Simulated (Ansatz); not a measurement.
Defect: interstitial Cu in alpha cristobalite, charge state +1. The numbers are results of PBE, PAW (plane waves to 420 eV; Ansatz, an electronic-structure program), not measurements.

Settings: 96 host sites, the relaxed PBE lattice, the Γ point alone, smearing 0.01 eV, spin-restricted, no image-charge correction. No zero-point or tunnelling terms. The host's phase is taken as given; its stability against other phases was not computed. The charge state is imposed; whether it is stable for some Fermi level was not computed. Sites that were not tried may lie lower.

Barriers: single points on a 2×2×2 k-point mesh shifted by half a step at the bands' geometries.

The step: several atoms move together, Cu the farthest; the atom moves 1.40 Å along (0.03, -0.22, -0.11) of the unit cell; the moving atom starts with neighbours 2 O at 1.90 Å and ends with 2 O at 2.06, O at 2.48, O at 2.56 Å.

Problem. Predict the migration barrier of this step from PBE, PAW.

Solution. 0.19 eV forward and 0.061 eV backward. At the saddle the moving atom has neighbours O at 2.04, O at 2.12, O at 2.49, O at 2.50 Å. The saddle point's order was not checked.
